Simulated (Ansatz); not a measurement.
The starting structures come from a database of crystals and need not be the phases stable at ambient conditions.

Input:

```yaml
crystal:
  lattice:
    - [8.58253, 0.00000, 0.00000]
    - [-4.29127, 7.43269, 0.00000]
    - [4.29127, 2.47756, 3.50381]
  atoms:
    - { symbol: Sn, position: [0.00000, 0.00000, 0.00000] }
    - { symbol: I, position: [0.00000, 0.25730, 0.74270] }
    - { symbol: I, position: [0.51460, 0.25730, 0.74270] }
    - { symbol: I, position: [0.00000, 0.74270, 0.74270] }
    - { symbol: I, position: [0.48540, 0.74270, 0.77189] }
```

Space group of this cell: P-43m. The cell was relaxed by PBE-D3(BJ).

Transport runs along the normal of the first two printed cell vectors, the (111) plane of the conventional cell.

The gap is the functional's own. No spin-orbit coupling. Mid-gap values are interpolated on the energy grid.

Problem. State the band gap and the smallest decay constant κ at mid-gap according to PBEsol (Ansatz, a program for electronic structure).

Solution. Gap 0.57 eV on a 8×8×8 mesh; κ = 0.088 1/Å, at the zone centre.
